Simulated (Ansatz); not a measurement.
**A self-consistent single point of BAs (F-43m, 2 atoms in the cell) with Ansatz (a first-principles code)**

Level of theory: PBE (plane waves, PAW; Ansatz).

Input:

Ansatz 0.2 input:
```yaml
# BAs
crystal:
  lattice:
    - [0.000000, 2.382830, 2.382830]
    - [2.382830, 0.000000, 2.382830]
    - [2.382830, 2.382830, 0.000000]
  atoms:
    - { symbol: B, position_ang: [0.000000, 0.000000, 0.000000] }
    - { symbol: As, position_ang: [1.191415, 1.191415, 1.191415] }
basis:
  ecutwfc: 420.0
kpoints:
  mp_grid:
    grid: [9, 9, 9]
hamiltonian:
  xc: pbe
  pseudopotentials:
    kind: paw
scf:
  occupations:
    method: fermi_dirac
    width: 0.02
output:
  forces: true
  eigenvalues: true
  stress: true
```

Log, with long lists cut:

```
WARN ansatz: RAYON_NUM_THREADS=1 ignored (pool sized by the plan → 1); use --threads N
Pseudopotentials: kind: paw
Pseudopotential: B, paw, valence charge 3
Pseudopotential: As, paw, valence charge 15
Crystal: 2 atoms, lattice volume = 27.059 Å³
Basis set: ecut = 420 eV, 531 PW (Γ), exchange–correlation on 48×48×48 points (8 copies of the dense FFT grid, shifted against one another)
Bands: 13, of which v1, the nominal top of the filled ones, is band 9 counted from 1 (8 counted from 0)
Symmetry: 24 space group operations
Space group: F-43m (ITA 216), of the structure as read, at distance tolerance 3.0e-5 Å
k-points: 35 of 729 (time reversal used)
Initial density: superposition of atomic densities (neutral atoms: chi_scale 0, normalization atom), corrected by the library's trained network
Initial wavefunctions: pseudopotential atomic-orbital guess
Eigensolver: davidson
Functional: x = pbe(κ = 0.804, μ = 0.2195149727645171), c = pbe(β = 0.06672455060314922)
SCF iter   1: F=—  HF=-5012.095531 eV  |F-HF|=—  |Δ(HF+E_count)|=         —  Δρ=8.25e-4  dr2=1.12e-4  ethr=1.77e-3  ⟨swp⟩=6.0  Hψ=2527  notcnv=0
all-band conjugate gradients solve this SCF's bands
preconditioner: auto → none
SCF iter   2: F=—  HF=-5012.095639 eV  |F-HF|=—  |Δ(HF+E_count)|=   1.08e-4  Δρ=4.61e-4  dr2=3.42e-5  ethr=6.24e-7  ⟨swp⟩=2.9  Hψ=1221  notcnv=0
SCF iter   3: F=—  HF=-5012.095666 eV  |F-HF|=—  |Δ(HF+E_count)|=   2.74e-5  Δρ=2.50e-4  dr2=6.29e-6  ethr=1.90e-7  ⟨swp⟩=2.1  Hψ=750  notcnv=0
SCF iter   4: F=—  HF=-5012.095688 eV  |F-HF|=—  |Δ(HF+E_count)|=   2.24e-5  Δρ=5.04e-5  dr2=6.21e-7  ethr=3.49e-8  ⟨swp⟩=2.7  Hψ=710  notcnv=0
iter 5 did not close the SCF: its close was put off for the readings that it lacked (scf_convergence_deferred on its scf_iter line)
SCF iter   5: F=-5012.095689 eV  HF=-5012.095689 eV  |F-HF|=5.55e-8  |Δ(HF+E_count)|=   3.61e-7  Δρ=1.95e-5  dr2=8.97e-8  ethr=3.45e-9  ⟨swp⟩=3.0  Hψ=775  notcnv=0
SCF iter   6: F=-5012.095689 eV  HF=-5012.095689 eV  |F-HF|=7.49e-9  |Δ(HF+E_count)|=   7.31e-9  Δρ=5.01e-6  dr2=4.64e-9  ethr=4.98e-10  ⟨swp⟩=2.6  Hψ=1514  notcnv=0
SCF 1 converged in 6 iterations: F = -5012.095689 eV  dr2 = 4.64e-9
SCF converged after 6 iterations
Free energy (F): -5012.095689 eV
Harris-Foulkes:  -5012.095689 eV  (|F-HF|=7.49e-9)
Internal energy: -5012.095689 eV  (E = F + TS)
E sigma→0 (E₀):  -5012.095689 eV
Fermi energy:    11.846324 eV
--- Per-component energies (eV) ---
  E_band       = -208.559977
  E_kinetic    = 152.398198
  E_local      = -1687.661681  (includes V_loc(G=0)·N_el)
  E_nonlocal   = -657.780400
  E_hartree    = 937.679800
  E_xc         = -111.547102
  E_vxc        = -117.815794  (∫ρ·V_xc dr)
  E_paw        = -1915.302991  (= ΣΔE_a)
  E_vpaw       = 226.942862  (= ΣTr[D̂ρ^β])
  E_aug_tail   = 0.000007  (compensation charges beyond the density's cutoff)
  E_ewald      = -1729.881519
  E_smearing   = -0.000000  (= −TS)
  E_closure    = 0.000000  (closes the sum)
  Σ components = -5012.095689   (vs F -5012.095689, Δ=0.00e0)
--- Forces (eV/Å), atoms counted from 1 ---
  atom   1  B      0.00000000    -0.00000000     0.00000000
  atom   2  As     0.00000000    -0.00000000     0.00000000
  max |Σ_I F_I| component: 4.45e-16 eV/Å
--- Stress (GPa, compression-positive) ---
        3.801266       0.000000      -0.000000
        0.000000       3.801266       0.000000
       -0.000000       0.000000       3.801266
  P = ⅓ Tr σ = 3.8013 GPa (38.013 kbar)
  The stress holds the Pulay correction. Without it, at fixed plane waves, as pw.x and ABINIT print it: P = 3.6987 GPa
--- Band table (eV; the first three rows and the last of 35) ---
  k-point 0: bands = ["-24.5803", "-24.5803", "-24.5803", "-24.5574", "-24.5574", "-4.2284", "11.2403", "11.2403", "11.2403", "14.5301", "14.5301", "14.5301", "16.0046"]
  k-point 1: bands = ["-24.5799", "-24.5793", "-24.5793", "-24.5573", "-24.5573", "-4.0245", "9.5913", "10.8770", "10.8770", "14.6817", "15.0095", "15.0095", "17.0400"]
  k-point 2: bands = ["-24.5789", "-24.5772", "-24.5772", "-24.5569", "-24.5569", "-3.4258", "6.9350", "10.2330", "10.2330", "14.4204", "15.7842", "15.7842", "18.8147"]
  k-point 34: bands = ["-24.5774", "-24.5724", "-24.5647", "-24.5600", "-24.5541", "-0.0422", "3.2644", "5.5894", "6.4873", "16.1223", "16.8684", "17.6652", "19.7160"]
```

The run converged in 6 iterations.

The starting cell has typed, rounded lattice constants, without a prior relaxation at this level. Its lattice was rescaled by up to half a per cent. With a pressure of about 4 GPa the cell is away from its equilibrium volume at this level. Ansatz's pressure includes its estimate of the finite-basis (Pulay) stress.
